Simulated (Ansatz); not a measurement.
Consider ZrO2 in the fluorite structure (space group Fm-3m, No. 225; a = 5.089 Å).

Levels (all Ansatz, a quantum-chemistry and plane-wave program, PAW, earlier PAW set): r2SCAN (500 eV, no SOC); HSE06+SOC (420 eV, with spin-orbit coupling).

Its gap is 3.89 eV with r2SCAN and 4.98 eV with HSE06+SOC.

One thing is altered: cell and atoms relaxed at a pressure of 4.5 GPa.

With r2SCAN the gap becomes 3.94 eV.

**Question.** If the HSE06+SOC correction stayed the same, what would the HSE06+SOC gap be, and what does the HSE06+SOC run give?

**Answer.** A rigid correction of +1.09 eV gives 5.03 eV. The HSE06+SOC run gives 5.04 eV, so the two effects roughly add.

Single points use the geometry relaxed with r2SCAN. HSE06 gaps are upper bounds (no full band path). The spin-orbit shifts are approximate. Load acts through the strain it causes; cell and atoms are relaxed under it. No phonon test of stability was made. This is not the structure that ZrO2 has at room temperature and ambient pressure.
